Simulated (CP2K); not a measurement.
Input and output of a self-consistent single point for CdAu (P-6m2, 2 atoms in the cell) (CP2K).

Method: LDA (Pade form), GPW, TZVP-MOLOPT-SR-GTH basis, GTH-PADE potentials (GTH_POTENTIALS) (CP2K 2026.2).

```yaml
crystal:
  lattice:
    - [3.09033, 0.00000, 0.00000]
    - [-1.54516, 2.67630, 0.00000]
    - [0.00000, 0.00000, 4.60128]
  atoms:
    - { symbol: Cd, position: [0.00000, 0.00000, 0.00000] }
    - { symbol: Au, position: [0.33333, 0.66667, 0.50000] }
```

Reference input (self-consistent single point, DFT PBEsol, GPW, TZVP-MOLOPT-SR-GTH basis, GTH-PBE potentials (GTH_POTENTIALS)): CUTOFF = 500 Ry; REL_CUTOFF = 50 Ry; SMEAR/METHOD = FERMI_DIRAC; ELECTRONIC_TEMPERATURE = 1160.45 K; KPOINTS/SCHEME = MONKHORST-PACK 8 8 5; GAMMA_CENTERED = T; XC_FUNCTIONAL = PBE:PBESOL; Cd/BASIS_SET = TZVP-MOLOPT-SR-GTH-q12; Cd/POTENTIAL = GTH-PBE-q12; Au/BASIS_SET = TZVP-MOLOPT-SR-GTH-q11; Au/POTENTIAL = GTH-PBE-q11; METHOD = GPW. This run's input differs from it in these lines:

```diff
@@ -43,6 +43,3 @@
     &XC
-      &XC_FUNCTIONAL
-        &PBE
-          PARAMETRIZATION PBESOL
-        &END PBE
+      &XC_FUNCTIONAL PADE
       &END XC_FUNCTIONAL
@@ -78,3 +75,3 @@
       BASIS_SET TZVP-MOLOPT-SR-GTH-q12
-      POTENTIAL GTH-PBE-q12
+      POTENTIAL GTH-PADE-q12
     &END KIND
@@ -82,3 +79,3 @@
       BASIS_SET TZVP-MOLOPT-SR-GTH-q11
-      POTENTIAL GTH-PBE-q11
+      POTENTIAL GTH-PADE-q11
     &END KIND
```

The program printed (abridged):

```
 SCF WAVEFUNCTION OPTIMIZATION

  Step     Update method      Time    Convergence         Total energy    Change
     1 NoMix/Diag. 0.20E+00      -     1.77144597       -79.4822594432 -7.95E+01
     2 Broy./Diag. 0.20E+00      -     0.02065837       -80.9656153507 -1.48E+00
     3 Broy./Diag. 0.20E+00      -     0.03209529       -80.0411102085  9.25E-01
     4 Broy./Diag. 0.20E+00      -     0.01781615       -79.3845846033  6.57E-01
     5 Broy./Diag. 0.20E+00      -     0.00817794       -79.3323105249  5.23E-02
     6 Broy./Diag. 0.20E+00      -     0.00325494       -79.3707721476 -3.85E-02
   [... 3 lines left out ...]
    10 Broy./Diag. 0.20E+00      -     0.00001105       -79.3709121720 -9.80E-05
    11 Broy./Diag. 0.20E+00      -     0.00000035       -79.3709039284  8.24E-06
    12 Broy./Diag. 0.20E+00      -     0.00000107       -79.3708999046  4.02E-06
    13 Broy./Diag. 0.20E+00      -     0.00000001       -79.3709004612 -5.57E-07
  *** SCF run converged in    13 steps ***

  Overlap energy of the core charge distribution:               0.00000000146649
  Self energy of the core charge distribution:               -131.71088413454635
  Core Hamiltonian energy:                                     42.01486062219383
  Hartree energy:                                              22.01757228229120
  Exchange-correlation energy:                                -11.69150585523066
  Electronic entropic energy:                                  -0.00094337736166
  Fermi energy:                                                 0.31312900124823

  Total energy:                                               -79.37090046115820
  Total energy (extrapolated to T->0):                        -79.37042877247737

   [... lines left out ...]

 STRESS| Analytical stress tensor [bar]
 STRESS|                        x                   y                   z
 STRESS|      x       -4.72352110458E+04   1.31750884283E-01  -4.24818222449E-09
 STRESS|      y        1.31750884283E-01  -4.72389706764E+04  -9.66010284591E-09
 STRESS|      z       -4.24818222449E-09  -9.66010284591E-09  -6.66219424759E+04
 STRESS| 1/3 Trace                                            -5.36987080660E+04
```

The run converged in 13 iterations. Against the reference run the pressure goes from -1.55 to -5.37 GPa.

The starting cell comes from a database of computed structures (which also holds hypothetical and non-ambient phases and stackings), without a prior relaxation at this level. Values carry the incompleteness of an atom-centred basis. With a pressure of about -5 GPa the cell is away from its equilibrium volume at this level.

Cost on one core of a shared machine: roughly 40 s.
